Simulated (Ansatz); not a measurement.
# A constructed model of the (111)A surface of zinc-blende AlP (in the relaxation 6 Al–Al, 3 Al–P bonds formed; 3 Al–Al bonds broke), Al-terminated, Al trimer, 2x2 (bottom of the slab: 3 H on 4 bottom sites)

All values below come from PBE (plane waves to 420 eV, PAW; Ansatz, a program for electronic structure).

Model: 46-atom slab, 17.3 Å thick at the start with caps and adatoms, 3x3x1 mesh, Fermi-Dirac 0.025 eV, dipole correction, 8 atoms held, the rest relaxed; held to the start's symmetry, so lower structures may exist; no spin, no spin-orbit, no U. It is one candidate, not shown to be the stable structure of the face.

The gap of the slab on its k-mesh is 0.50 eV and the highest filled level below the top vacuum level is 3.94 eV. The energy released by relaxation is 2.87 eV and the cost is very roughly 50 core-minutes.
